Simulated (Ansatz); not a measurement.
**AlP: Al → B**

Base system: AlP in the zinc blende structure (space group F-43m, No. 216; a = 5.471 Å).

One thing is altered: B takes the place of Al on all its sites, then cell and atoms are relaxed.

Computed with DFT with PBEsol, PAW potentials and a 420 eV plane-wave cutoff in Ansatz (a first-principles code), spin-orbit coupling left out. k-mesh 13×13×13 (Γ-centred); smearing 0.05 eV (Fermi–Dirac), for the changed cell.

- Volume per atom: 11.54 Å³ (base 20.46 Å³)
- Density: 3.01 g/cm³ (base 2.35 g/cm³)
- Lattice parameter a: 4.520 Å (base 5.471 Å)
- Space group: F-43m (No. 216) (base F-43m (No. 216))
- Band gap: 1.11 eV (base 1.45 eV)
- Gap character: indirect, Γ → Γ–X (83 % along) (base indirect, Γ → X)
- Smallest direct gap: 3.38 eV (base 3.15 eV)
- Electron mass: 1.3 mₑ along k, 0.22 mₑ across (off the special points) (base 0.77 mₑ along k, 0.24 mₑ across (at X))
- Hole mass (degenerate bands, along [100]): 0.25, 0.25, 0.34 mₑ (at Γ) (base 0.19, 0.54, 0.54 mₑ (at Γ))

Final structure:

```yaml
crystal:
  lattice:
    - [0.00000, 2.26006, 2.26006]
    - [2.26006, 0.00000, 2.26006]
    - [2.26006, 2.26006, 0.00000]
  atoms:
    - { symbol: P, position: [0.25000, 0.25000, 0.25000] }
    - { symbol: B, position: [0.00000, 0.00000, 0.00000] }
```

Effective masses come from finite differences of ±0.01 Å⁻¹. Along k means along the line from Γ to the band edge. Stability against distortions was not tested.
